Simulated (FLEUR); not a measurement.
Worked example: self-consistent single point of HfO₂ (Fm-3m, 3 atoms in the cell) in FLEUR.

Method: PBE, all-electron FLAPW (FLEUR), scalar-relativistic valence in FLEUR.

The change in words: lattice scaled by 0.98. Reference geometry:
```
HfO2
1.0
    0.00000     2.47255     2.47255
    2.47255     0.00000     2.47255
    2.47255     2.47255     0.00000
Hf O
1 2
Direct
  0.00000   0.00000   0.00000
  0.75000   0.75000   0.75000
  0.25000   0.25000   0.25000
```

Reference input (self-consistent single point, DFT, PBE, all-electron FLAPW (FLEUR), scalar-relativistic valence): Kmax = 4.5 1/bohr; GmaxXC = 18 1/bohr; xcFunctional = pbe; jspins = 1; l_soc = F; mode = hist; fermiSmearingEnergy = 0.0001 Htr; mesh (inpgen div1-3) = 12 12 12; inpgen gamma flag = true; Gmax = 18 1/bohr; numbands = 0; maxIterBroyd = 99. This run's input differs from it in these lines:

```diff
@@ -3,5 +3,5 @@
 &input film=f /
-0.0000000000 2.4725520000 2.4725520000
-2.4725520000 0.0000000000 2.4725520000
-2.4725520000 2.4725520000 0.0000000000
+0.0000000000 2.4231010000 2.4231010000
+2.4231010000 0.0000000000 2.4231010000
+2.4231010000 2.4231010000 0.0000000000
 1.8897261246
@@ -44,5 +44,5 @@
          <bravaisMatrix>
-            <row-1>    0.0000000000000000     4.6724461088319789     4.6724461088319789</row-1>
-            <row-2>    4.6724461088319789     0.0000000000000000     4.6724461088319789</row-2>
-            <row-3>    4.6724461088319789     4.6724461088319789     0.0000000000000000</row-3>
+            <row-1>    0.0000000000000000     4.5789972622443846     4.5789972622443846</row-1>
+            <row-2>    4.5789972622443846     0.0000000000000000     4.5789972622443846</row-2>
+            <row-3>    4.5789972622443846     4.5789972622443846     0.0000000000000000</row-3>
          </bravaisMatrix>
```

Log, with long lists cut:

```
 Iteration:     1   Distance:      32.90381935 me/bohr^3
 Iteration:     2   Distance:      28.44960440 me/bohr^3
 Iteration:     3   Distance:      10.81106268 me/bohr^3
 Iteration:     4   Distance:       9.11250608 me/bohr^3
 Iteration:     5   Distance:       5.70887259 me/bohr^3
   [... 8 lines left out ...]
 Iteration:    14   Distance:       0.00013920 me/bohr^3
 Iteration:    15   Distance:       0.00002663 me/bohr^3
 Iteration:    16   Distance:       0.00002232 me/bohr^3
 Iteration:    17   Distance:       0.00000115 me/bohr^3
 Run finished successfully
 Stop message:
   Structural relaxation: Done

[file out, last iteration]
             iter=     18
[...]
          total density-effective poten   -2.6330225776E+04
          total charge density-energy d   -3.2731349895E+02
 Updated energy parameters for spin:           1
[...]
 fermi energy and band-weighting factors:

[...]
FERMIE:
          first approx. to ef    (T=0)  :   0.476309 htr   (energy of the highest occ. eigenvalue)
          number of occ. states  (T=0)  :       1368
          first approx. to seigv (T=0)  :  -2.116601 htr
          sum of weights of occ. states :  19.000000
          sum of semicore charge        :   0.000000 e
FERHIS:  Fermi-Energy by histogram:
          bandgap                     :   0.151755 htr
   [... lines left out ...]
          charge neutrality (T=0)     :   0.000000    (zero if the highest occ. eigenvalue is "entirely" occupied)
 Direct bandgap for spin            1 :   0.15175494002193490       Htr
 ---->    free energy=                    -15248.5272003985 htr
   [... lines left out ...]
      extrapolation for T->0
 ---->    total electron energy=          -15248.5272003985 htr
 ***** TOTAL FORCES ON ATOMS *****
 TOTAL FORCE FOR ATOM TYPE=  1  X=  0.000   Y=  0.000   Z=  0.000
                       FX_TOT= 0.000000 FY_TOT= 0.000000 FZ_TOT= 0.000000
 TOTAL FORCE FOR ATOM TYPE=  2  X= -2.289   Y= -2.289   Z= -2.289
                       FX_TOT= 0.000000 FY_TOT= 0.000000 FZ_TOT= 0.000000
 Structural relaxation: Done
```

The run converged in 17 iterations. FLEUR gives forces in its relaxation mode, with a further iteration, so its stop message speaks of a relaxation. Against the reference run the free energy goes up by 144 meV/atom and the gap on the mesh goes from 3.966 to 4.129 eV.

The starting cell comes from a database of computed structures (which also holds hypothetical and non-ambient phases and stackings), without a prior relaxation at this level. Its lattice was rescaled by a random factor within 2.5 % of one. For this run, on top of that: lattice scaled by 0.98. Spin-orbit coupling is off. Values depend on the basis (sphere radii, cutoffs, local orbitals), which need not be converged.

Cost on one core of a shared machine: roughly 60 s.
